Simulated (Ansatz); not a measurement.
Base system: InP in the zinc blende structure (space group F-43m, No. 216; a = 5.827 Å).

Method: LDA, PAW, 420 eV (Ansatz, a quantum-chemistry and plane-wave program; no SOC).

Before the change:

| Property | Value |
|---|---|
| Valley order | Γ 0.58 eV; L along ⟨111⟩ 1.35 eV; X along ⟨100⟩ 1.57 eV |

Now apply this change: an isotropic linear strain of +3.00 %; the atoms relax in the strained cell.

Question: Estimate the effect on the energy relative to the base, mean gap deformation potential ΔEg/Δln V and valley order.

Answer: The energy goes up by 40 meV/atom; the mean gap deformation potential ΔEg/Δln V is -5.4 eV; the valley order (the lowest conduction-band minima on the path, energy above the VBM, named in the base's zone) goes from Γ 0.58 eV; L along ⟨111⟩ 1.35 eV; X along ⟨100⟩ 1.57 eV to Γ 0.10 eV; L along ⟨111⟩ 1.14 eV; X along ⟨100⟩ 1.71 eV.

Whether these cells are dynamically stable was not tested. A zero or small gap of InP under isotropic strain +3.00 % can be the functional's error rather than a property of the material.
